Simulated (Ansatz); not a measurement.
Amorphous Si$_{30}$N$_{44}$Ti$_{3}$, 77 atoms at 3.05 g/cm³, one PBE-relaxed geometry, zone centre. Methods: PBE, scalar-relativistic without spin-orbit coupling (Ansatz, a quantum-chemistry and plane-wave program); r2SCAN, scalar-relativistic without spin-orbit coupling (Ansatz); HSE06, scalar-relativistic without spin-orbit coupling (Ansatz). Plane waves to 420 eV (r2SCAN 500 eV); exact exchange is cut at the cell's faces. At PBE the levels at the empty edge of the gap are localised (band-tail or defect states), and the nearest spread-out levels lie 2.5 eV apart at the zone centre. All rungs ran without spin polarisation.

Preparation: random packing, a CHGNet melt and quench, and a DFT relaxation. N atoms were pushed apart under 1.9 Å during the dynamics, to hinder bonds among them. The hot cell started wider than the set density and was brought back towards it in steps. It is the lowest in DFT energy of 2 quenches. It is a model cell: composition and starting density were chosen by hand, and all elements were melted together. No dispersion term was used. Its density started from a set value of 3.05 and ended at 3.05 g/cm³. The quench (nominally 300 K/ps over its main leg) was far faster than any real one, so the model tends to hold more defects than a real film. One small periodic cell is one sample of the glass; other quenches scatter about these values. The volume was held where the preparation left it and the shape relaxed, at a PBE pressure of 0.3 GPa.

The relaxation ran on the zone centre alone. At PBE the level gap is 1.73 eV on a 2×2×2 Γ-centred mesh, and the spacing at the zone centre alone 1.73 eV.

Task: What zone-centre spacing does r2SCAN give, roughly?

Result: 2.00 eV (+0.28 eV against PBE).

Task: What zone-centre spacing does HSE06 give, roughly?

Result: 3.04 eV (+1.31 eV against PBE).

The highest filled and the lowest empty state spread over these numbers of atoms (participation numbers): PBE: 18.1 and 2.1; r2SCAN: 18.1 and 2.0; HSE06: 18.5 and 2.1.
